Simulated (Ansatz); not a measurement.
The reference is CaCl2 (space group Pnnm, No. 58; a = 6.197 Å, b = 6.420 Å, c = 4.125 Å).

All numbers come from DFT with PBEsol, PAW potentials and a 420 eV plane-wave cutoff in Ansatz (an electronic-structure program), spin-orbit coupling left out.

Before the change:

```
Item                                   Value
---------------------  ---------------------
Valence-band top at Γ  0.00, -0.08, -0.10 eV
Volume per atom                     27.35 Å³
Gap character                    direct at Γ
```

The change: hydrostatic tension (pressure −1 GPa).

Problem. What does the calculation give for the valence-band top at Γ, volume per atom, mean gap deformation potential ΔEg/Δln V and gap character after the change?

Solution. The valence-band top at Γ (three highest levels, from the VBM) goes from 0.00, -0.08, -0.10 eV to 0.00, -0.25, -0.25 eV; the volume per atom increases by 1.253 Å³ (27.35 Å³ → 28.61 Å³); the mean gap deformation potential ΔEg/Δln V amounts to -2.6 eV; the gap character remains direct at Γ.

Load acts through the strain it causes; cell and atoms are relaxed under it. Stability against distortions was not tested.
